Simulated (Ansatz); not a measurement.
**What O → C does to hypothetical CsCl type CoO**

The reference is CoO in the CsCl type structure (space group Pm-3m, No. 221; a = 2.613 Å; ferromagnetic; a hypothetical phase, not in the database extracts checked).

The change: full substitution O → C, then cell and atoms are relaxed.

Method: Ansatz (a quantum-chemistry and plane-wave program), r2SCAN, PAW, cutoff 500 eV, no SOC. Γ-centred 19×19×19 mesh, Fermi–Dirac width 0.05 eV, for the changed cell.

| quantity | base | changed | shift |
|---|---|---|---|
| volume per atom | 8.92 Å³ | 7.59 Å³ | -1.33 Å³ |
| density | 6.98 g/cm³ | 7.76 g/cm³ | +0.78 g/cm³ |
| lattice parameter a | 2.613 Å | 2.476 Å | -0.137 Å |
| band gap | 0.70 eV | zero | – |
| magnetic state | ferromagnetic | ferromagnetic | – |
| largest site moment | 2.58 μB | 0.86 μB | -1.72 μB |

Whether these cells are dynamically stable was not tested. As relaxed here, CoC is a hypothetical phase, not in the database extracts checked. No Hubbard U is applied and the magnetic state is the run's own (CoO ferromagnetic); other magnetic orders, which need larger cells, were not tried and can change the gap.
